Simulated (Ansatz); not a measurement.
Consider Rh in the fcc (Cu type) structure (space group Fm-3m, No. 225; a = 3.830 Å).

Structures relaxed with DFT with PBE, PAW potentials and a 420 eV plane-wave cutoff in Ansatz (a program for electronic structure), no SOC, earlier PAW set.

Base:

Simulated powder pattern, Mo Kα, λ = 0.71073 Å (kinematic, ideal powder, no thermal factors, no anomalous dispersion; the 10 strongest lines at most, above 2 %, up to 2θ = 40°):

| 2θ (°) | I/Imax (%) | hkl |
|---|---|---|
| 18.49 | 100 | (111) |
| 21.39 | 50 | (200) |
| 30.43 | 34 | (220) |
| 35.84 | 39 | (311) |
| 37.49 | 11 | (222) |

Perturbation: cell and atoms relaxed at a pressure of 15 GPa.

After the change:

Simulated powder pattern, Mo Kα, λ = 0.71073 Å (kinematic, ideal powder, no thermal factors, no anomalous dispersion; the 10 strongest lines at most, above 2 %, up to 2θ = 40°):

```csv
2θ (°),d (Å),I/Imax (%),hkl
18.82,2.174,100,(111)
21.76,1.883,49,(200)
30.96,1.331,33,(220)
36.48,1.135,39,(311)
38.16,1.087,11,(222)
```

The indices refer to the base's conventional cell; one index is shown for lines that coincide.

Load acts through the strain it causes; cell and atoms are relaxed under it. No phonon test of stability was made. Competing high-pressure phases were not computed. All final runs are without spin polarisation.
